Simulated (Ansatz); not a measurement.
Cu under a change: isotropic strain +3.29 %

Base system: Cu in the fcc (Cu type) structure (space group Fm-3m, No. 225; a = 3.6290 Å; relaxed with 0.1 eV smearing).

Now apply this change: the cell is scaled by 1.0329 in all directions; the atoms relax in the strained cell.

Computed with PBE (Ansatz, a first-principles code), no SOC, earlier PAW set. Γ-centred 31×31×31 mesh, Fermi–Dirac width 0.1 eV.

The volume per atom grows by 1.22 Å³, from 11.95 Å³ to 13.17 Å³ and the space group stays Fm-3m (No. 225). The energy increases by 45 meV/atom and the band gap remains zero.

Final structure:

```xyz
1
Lattice="0.0000 1.8742 1.8742 1.8742 0.0000 1.8742 1.8742 1.8742 0.0000" Properties=species:S:1:pos:R:3 pbc="T T T"
Cu     0.0000     0.0000     0.0000
```

Stability against distortions was not tested. All final runs are without spin polarisation.
